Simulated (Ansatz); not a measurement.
Given:

```yaml
crystal:
  lattice:
    - [3.07351, 0.00000, 0.00000]
    - [-1.53675, 2.66174, 0.00000]
    - [0.00000, 0.00000, 5.04525]
  atoms:
    - { symbol: Si, position: [0.33333, 0.66667, 0.49960] }
    - { symbol: Si, position: [0.66667, 0.33333, 0.99960] }
    - { symbol: C, position: [0.33333, 0.66667, 0.87540] }
    - { symbol: C, position: [0.66667, 0.33333, 0.37540] }
```

Space group of this cell: P6_3mc, wurtzite. The cell is taken as given.

The current runs along the normal of the first two printed vectors, the (001) plane. All runs by Ansatz (an electronic-structure program), plane waves and PAW, without spin-orbit coupling; the base is r2SCAN.

```json
[
 {"run": "base", "mean pressure (GPa)": "0.4", "gap (eV)": "2.65", "mid-gap κ (1/Å)": "0.243"},
 {"run": "all lengths scaled by 0.98", "mean pressure (GPa)": "16.0", "gap (eV)": "[?]", "mid-gap κ (1/Å)": "[?]"},
 {"run": "all lengths scaled by 1.02", "mean pressure (GPa)": "-11.7", "gap (eV)": "2.73", "mid-gap κ (1/Å)": "0.236"},
 {"run": "lda in place of r2scan", "mean pressure (GPa)": "-3.8", "gap (eV)": "2.16", "mid-gap κ (1/Å)": "0.231"},
 {"run": "lengths across the current scaled by 0.98, ions clamped", "mean pressure (GPa)": "10.7", "gap (eV)": "[?]", "mid-gap κ (1/Å)": "[?]"},
 {"run": "lengths across the current scaled by 1.02, ions clamped", "mean pressure (GPa)": "-8.0", "gap (eV)": "[?]", "mid-gap κ (1/Å)": "[?]"},
 {"run": "lengths along the current scaled by 0.97, ions clamped", "mean pressure (GPa)": "8.0", "gap (eV)": "2.69", "mid-gap κ (1/Å)": "0.259"},
 {"run": "lengths along the current scaled by 1.03, ions clamped", "mean pressure (GPa)": "-5.6", "gap (eV)": "2.58", "mid-gap κ (1/Å)": "0.226"},
 {"run": "pbesol in place of r2scan", "mean pressure (GPa)": "0.5", "gap (eV)": "2.12", "mid-gap κ (1/Å)": "0.226"}
]
```

Complete the blanks.


- all lengths scaled by 0.98, gap (eV): 2.56
- all lengths scaled by 0.98, mid-gap κ (1/Å): 0.247
- lengths across the current scaled by 0.98, ions clamped, gap (eV): 2.50
- lengths across the current scaled by 0.98, ions clamped, mid-gap κ (1/Å): 0.238
- lengths across the current scaled by 1.02, ions clamped, gap (eV): 2.78
- lengths across the current scaled by 1.02, ions clamped, mid-gap κ (1/Å): 0.248
